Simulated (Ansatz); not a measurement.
The reference is TlBr in the CsCl type structure (space group Pm-3m, No. 221; a = 3.915 Å).

All numbers come from PBEsol (Ansatz, a quantum-chemistry and plane-wave program; PAW; 420 eV plane waves; scalar-relativistic without spin-orbit coupling), earlier PAW set.

One change was made to it. Results:

The band gap goes from 1.59 eV to zero; the lattice parameter a shrinks by 0.628 Å to 3.287 Å.

Name the change that was made.
A. Br → As
B. Tl → B
C. Tl → Bi

B, Tl → B. For comparison, the lattice parameter a in the other runs: Tl → Bi gives 3.786 Å; Br → As gives 3.600 Å.

Spin-orbit coupling, missing from the scalar runs, can matter with Tl. Whether these cells are dynamically stable was not tested. As relaxed here, BBr, BiBr and TlAs are hypothetical phases, not in the database extracts checked. The final runs are not spin-polarised.
